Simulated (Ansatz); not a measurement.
## A computed series for Ir: response to strain

Start from Ir in the fcc (Cu type) structure (space group Fm-3m, No. 225; a = 3.831 Å; relaxed with 0.1 eV smearing). Axes: x, y, z lie along the cube axes.

Strains are applied to the cell and any free atomic positions relax; under biaxial strain the out-of-plane vector relaxes too; under stress the whole cell relaxes.

Method: DFT with PBEsol, PAW potentials and a 420 eV plane-wave cutoff in Ansatz (an electronic-structure program), no spin-orbit coupling, earlier PAW set.

Notes on the quantities. pressure: mean of the normal stresses, compression positive.

```tsv
case	pressure	space group	volume per atom
base	0.0 GPa	Fm-3m (No. 225)	14.06 Å³
biaxial strain −3.74 %, plane normal [001], relaxed out of plane	20.8 GPa	I4/mmm (No. 139)	13.43 Å³
isotropic strain +3.37 %	-29.8 GPa	Fm-3m (No. 225)	15.52 Å³
uniaxial strain ε_xx = −4.46 %	[?]	I4/mmm (No. 139)	13.43 Å³
uniaxial strain ε_xx = −2.89 %	[?]	I4/mmm (No. 139)	13.65 Å³
uniaxial strain ε_zz = +3.14 %	[?]	I4/mmm (No. 139)	14.50 Å³
uniaxial strain ε_zz = +3.58 %	-12.1 GPa	I4/mmm (No. 139)	14.56 Å³
tensor shear ε_xz = +0.53 %	0.1 GPa	Immm (No. 71)	14.06 Å³
uniaxial stress, 8 GPa tension along x	–	I4/mmm (No. 139)	14.16 Å³
uniaxial stress, 3 GPa tension along x	–	I4/mmm (No. 139)	[?]
```

Problem. Some entries are withheld; estimate them.

Solution. 
- uniaxial strain ε_xx = −4.46 %, pressure: 20.2 GPa
- uniaxial strain ε_xx = −2.89 %, pressure: 12.4 GPa
- uniaxial strain ε_zz = +3.14 %, pressure: -10.8 GPa
- uniaxial stress, 3 GPa tension along x, volume per atom: 14.09 Å³

Beyond what the load breaks, stability against distortions was not tested. The final runs are not spin-polarised.
